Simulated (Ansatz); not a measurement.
The starting structures come from a database of crystals and need not be the phases stable at ambient conditions.

The decay constant κ of evanescent states in the gap governs leakage through a thin film.

Input:

```yaml
crystal:
  lattice:
    - [3.85581, 0.00000, 0.00000]
    - [-0.40962, 7.25138, 0.00000]
    - [-1.83989, 0.48631, 3.48694]
  atoms:
    - { symbol: Ca, position: [0.77445, 0.75247, 0.98060] }
    - { symbol: Ca, position: [0.22555, 0.24753, 0.01940] }
    - { symbol: C, position: [0.86855, 0.06016, 0.40051] }
    - { symbol: C, position: [0.13145, 0.93984, 0.59949] }
    - { symbol: C, position: [0.55184, 0.43396, 0.63441] }
    - { symbol: C, position: [0.44816, 0.56604, 0.36559] }
```

Space group of this cell: P-1. The cell is taken as given.

Transport runs along the normal of the first two printed cell vectors.

No gap correction and no spin-orbit coupling; mid-gap values are interpolated between computed energies.

Task: State the band gap and the smallest decay constant κ at mid-gap according to Ansatz (a program for electronic structure) with r2SCAN.

Result: Gap 2.68 eV on a 10×4×10 mesh; κ = 0.350 1/Å, at (0.500, 0.500) of the in-plane reciprocal vectors. At the zone centre, at the nearest computed energy, the slowest state has κ = 0.39 1/Å.
